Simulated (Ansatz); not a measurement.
GaN (P6_3mc), r2SCAN with spin-orbit coupling, rigid bands in Ansatz (an electronic-structure program): N_c = 2.13e18 cm⁻³ at 300 K and an electron conductivity mass of 0.180 mₑ along z (a = (3.18, 0.00, 0.00) Å; b = (-1.59, 2.76, 0.00) Å; c = (0.00, 0.00, 5.18) Å).

**Question.** For 1e17 electrons per cm³ at 300 K, place the Fermi level, estimate the Seebeck coefficient of a parabolic band with constant τ, and give mobility and conductivity for τ = 5 fs.

**Answer.** The level lies k_BT ln(N_c/n) = 0.079 eV below the conduction-band minimum. S ≈ −(k_B/e)[ln(N_c/n) + 5/2] = -479 μV/K, against -474 μV/K from the full bands (mean over directions). μ = eτ/m = 48.9 cm²/(V·s) and σ = neμ = 0.783 S/cm. τ is assumed, not computed.

Band transport and this doping are assumed; polarons and phonon drag are left out.
